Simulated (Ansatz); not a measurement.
# A constructed model of the (111) surface of fcc Ir, a pseudomorphic layer of Ag in the host's stacking (bottom of the slab: a bare face, its two planes held)

Calculation: PBE (plane waves to 420 eV, PAW; Ansatz, an electronic-structure program).

Set-up: 7 atoms, 13.7 Å thick at the start with caps and adatoms (thin: gaps and levels are the slab's own); mesh 16x16x1; 0.1 eV smearing; dipole correction on; 2 atoms held, the rest relaxed; symmetry of the start imposed; no spin, no spin-orbit, no U. In PBE it is, or lies within 0.01 eV a 1x1 cell of, the lowest of the 2 structures of its composition computed so far; subsurface sites and larger cells were not tried.

```json
{
  "work_function_of_the_top_face": "4.83 eV",
  "energy_released_by_relaxation": "0.020 eV",
  "cost": "roughly 2.9 core-minutes"
}
```
